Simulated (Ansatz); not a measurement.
# La3SiGa5O14 (P3, No. 143, 23 atoms in the cell; start mp-1223148)

These are PBEsol+SOC (Ansatz, a first-principles code, PAW) values and carry that method's errors.

Numerical settings: plane-wave cutoff 520 eV, 6×6×6 k mesh, Fermi–Dirac smearing 0.01 eV, PAW data made under PBE.

Cell (relaxed with PBEsol):

```cif
data_Ga5La3O14Si
_chemical_formula_sum 'La3 Ga5 Si1 O14'
_space_group_name_H-M_alt 'P3'
_space_group_IT_number 143
_space_group_name_Hall 'P 3'
_cell_length_a 8.12143
_cell_length_b 8.12143
_cell_length_c 5.07961
_cell_angle_alpha 90.000
_cell_angle_beta 90.000
_cell_angle_gamma 120.000
loop_
_atom_site_label
_atom_site_type_symbol
_atom_site_symmetry_multiplicity
_atom_site_Wyckoff_symbol
_atom_site_fract_x
_atom_site_fract_y
_atom_site_fract_z
_atom_site_occupancy
La1 La 3 d 0.08825 0.33582 0.97246 1
Ga1 Ga 3 d 0.66358 0.10173 0.47947 1
Ga2 Ga 1 c 0.66667 0.33333 0.00152 1
Ga3 Ga 1 b 0.33333 0.66667 0.46438 1
Si1 Si 1 a 0.00000 0.00000 0.53059 1
O1 O 1 a 0.00000 0.00000 0.21082 1
O2 O 1 b 0.33333 0.66667 0.82292 1
O3 O 3 d 0.31644 0.45215 0.31515 1
O4 O 3 d 0.20358 0.15099 0.67198 1
O5 O 3 d 0.54704 0.10095 0.78832 1
O6 O 3 d 0.45880 0.16533 0.26255 1
```

band gap: 3.80 eV

Static lattice: no zero-point or thermal effects.

It cost about 50 core-minutes (a rough figure) of CPU time.

A start named mp-… is a Materials Project structure, which need not be a measured phase.
